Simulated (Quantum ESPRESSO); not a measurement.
**Convergence study of the plane-wave cutoff for VMo (Cmm2, 2 atoms in the cell)**

```
VMo
1.0
    1.52959    -2.21291     0.00000
    1.52959     2.21291     0.00000
    0.00000     0.00000     4.20786
V Mo
1 1
Direct
  0.50000   0.50000   0.51188
  0.00000   0.00000   0.00000
```

Method of the run: LDA (PZ), GBRV 1.5 ultrasoft (LDA) pseudopotentials (plane waves; Quantum ESPRESSO 7.5).

Base settings: ecutwfc = 50 Ry; ecutrho = 400 Ry; occupations = smearing; smearing = gaussian; degauss = 0.0073499 Ry; potentials = {V: v_lda_v1.4.uspp.F.UPF, Mo: mo_lda_v1.uspp.F.UPF}; K_POINTS = automatic 5 5 3 0 0 0; conv_thr = 1e-11 Ry.

Moved along: ecutrho.

The second cell is the first with its lattice scaled by 0.98.

The mesh stays at the base's, so the ladder's end is converged at best in this setting alone.

Only quantities that move along the ladder and can be compared are tabulated.

The count of work is k-points × plane waves × bands × iterations; it is no time. 

The starting cell comes from a database of computed structures (which also holds hypothetical and non-ambient phases and stackings), without a prior relaxation at this level. Its lattice was rescaled by up to half a per cent. One atom was moved a little off its site on purpose. Spin polarisation is off. In the base run, with a pressure of about -9 GPa the cell is away from its equilibrium volume at this level. Without a gap this mesh is coarse (it stands for a supercell whose shortest vector is 13 Å).

Steps (ecutwfc): 17.5 Ry; 20 Ry; 22 Ry; 25 Ry; 28 Ry; 30 Ry; 35 Ry; 40 Ry; 45 Ry; 50 Ry; 55 Ry; 60 Ry; 68 Ry; 75 Ry; 88 Ry; 100 Ry; 120 Ry.

**Question.** What is the state of the free energy at the end of the ladder?

**Answer.** Still drifting one way, by 1.3 meV/atom over the last two steps, so the last step is no safe reference.

**Question.** What is the coarsest ecutwfc that holds the energy of the compressed cell less the first within 1 meV/atom of the last step, with all finer ones?

**Answer.** 30 Ry, at 0.12 of the last step's count of work; the step before is off by 1.3 meV/atom.

**Question.** What is the coarsest ecutwfc that holds the pressure within 0.2 GPa of the last step, with all finer ones?

**Answer.** 50 Ry, at 0.25 of the last step's count of work; the step before is off by 0.27 GPa.

```tsv
ecutwfc	free energy less the last step's (meV/atom)	energy of the compressed cell less the first (meV/atom)	pressure (GPa)	largest difference of a force vector from the last step's (eV/Å)	count of work / last
17.5 Ry	7263.14	-111.64	-321.50	0.011	0.050
20 Ry	3185.47	-89.57	-168.57	0.009	0.059
22 Ry	1677.34	-76.93	-103.46	0.003	0.075
25 Ry	577.10	-17.23	-48.96	0.016	0.097
28 Ry	179.85	-10.48	-24.44	0.012	0.098
30 Ry	78.07	-11.10	-16.58	0.006	0.12
35 Ry	14.88	-11.84	-9.91	0.001	0.14
40 Ry	11.61	-11.71	-9.38	0.001	0.18
45 Ry	8.26	-11.78	-9.57	0.000	0.21
50 Ry	4.75	-11.74	-9.47	0.000	0.25
55 Ry	3.36	-11.75	-9.33	0.000	0.29
60 Ry	3.06	-11.74	-9.30	0.000	0.33
68 Ry	2.40	-11.76	-9.34	0.000	0.40
75 Ry	1.80	-11.75	-9.32	0.000	0.46
88 Ry	1.32	-11.76	-9.32	0.000	0.59
100 Ry	0.54	-11.75	-9.33	0.000	0.71
120 Ry	0.00	-11.74	-9.30	0.000	1.0
```

The energy difference between the two cells stays within 1 meV/atom of the last step's from 30 Ry on, the total only from 100 Ry on: much of the error is common to both cells and cancels.

Two neighbours can agree and both be off: 55 Ry and 60 Ry differ by 0.30 meV/atom in the free energy, yet lie about 3.1 meV/atom from the last step.

At the lowest cutoff the pressure lies 312 GPa under the last step's, the usual sign of Pulay stress in an incomplete plane-wave basis.
